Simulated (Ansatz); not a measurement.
Start from Cu3Au in the Cu3Au type structure (space group Pm-3m, No. 221; a = 3.713 Å).

Method: PBEsol/PAW in Ansatz (a first-principles code), spin-orbit coupling left out.

For the base:

| Quantity | Value |
|---|---|
| Lattice parameter a | 7.017 bohr |
| Band gap | zero |

The change: hydrostatic tension (pressure −2 GPa).

Question: How does this affect the lattice parameter a and band gap?

Answer: The lattice parameter a increases by 0.0284 bohr to 7.046 bohr; the band gap is still zero.

Load acts through the strain it causes; cell and atoms are relaxed under it. No phonon test of stability was made. All final runs are without spin polarisation.
